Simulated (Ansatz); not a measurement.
Start from GaSb in the zinc blende structure (space group F-43m, No. 216; a = 6.132 Å). Axes: x, y, z lie along the cube axes.

Method: r2SCAN (Ansatz, a first-principles code, PAW, no SOC).

Base values:

```
Quantity                 Value
-------------  ---------------
Electron mass  0.023 mₑ (at Γ)
Band gap               0.41 eV
```

One thing is altered: compressive biaxial strain of 3.00 % in the plane normal to [001], as in epitaxy on a mismatched substrate; the out-of-plane cell vector and the atoms relax.

### Question
Estimate the effect on the electron mass.

### Answer
The electron mass goes from 0.023 mₑ (at Γ) to 0.043 mₑ out of plane, 0.031 mₑ in plane (at Γ).

### Question
Estimate the effect on the out-of-plane strain.

### Answer
The out-of-plane strain is +2.54 %.

### Question
What happens to the band gap?

### Answer
The band gap increases by 0.12 eV (0.41 eV → 0.53 eV).

Spin-orbit coupling, missing from the scalar runs, can matter with Sb. Masses are band curvatures over ±0.01 Å⁻¹ around the edge. No phonon test of stability was made.
